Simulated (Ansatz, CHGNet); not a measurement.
**Fluorite PtAl2: properties by level of theory**

Reference values: lattice constant a 5.91 Å (measured, temperature not stated, copied from a table, unchecked, no zero-point or thermal correction; as tabulated in Crystal Structures 1, 239 (1963)).

```
level (code)          lattice constant a (Å)  enthalpy of formation (eV/atom)
--------------------  ----------------------  -------------------------------
CHGNet-r²SCAN                          5.900                           -1.038
LDA (Ansatz)                           5.853                           -0.908
PBE (Ansatz)                             [?]                           -0.883
r²SCAN-D4 (Ansatz)                       [?]                           -0.946
HSE06 (Ansatz)                         5.905                           -1.001
PBE0-D3(BJ) (Ansatz)                     [?]                           -0.946
```

Task: Some entries are withheld; supply them.

Result: 
- PBE (Ansatz, a quantum-chemistry and plane-wave program), lattice constant a (Å): 5.946
- r²SCAN-D4 (Ansatz), lattice constant a (Å): 5.887
- PBE0-D3(BJ) (Ansatz), lattice constant a (Å): 5.841

Machine-learned potentials (CHGNet-r²SCAN) are trained on DFT data: a solid inside that data is no test of them.

Caveats: exact exchange on metals is sensitive to the k mesh and can open a false gap (HSE06); the run warned that the count of filled bands differs between k points (HSE06). Ansatz's density-functional and Hartree–Fock values are scalar-relativistic unless marked +SOC, with PAW data made under PBE.

The crystal itself was run without spin with LDA, PBE, r²SCAN-D4, HSE06, PBE0-D3(BJ); a magnetic state was not tried in these runs.

Computed values are for the static lattice.
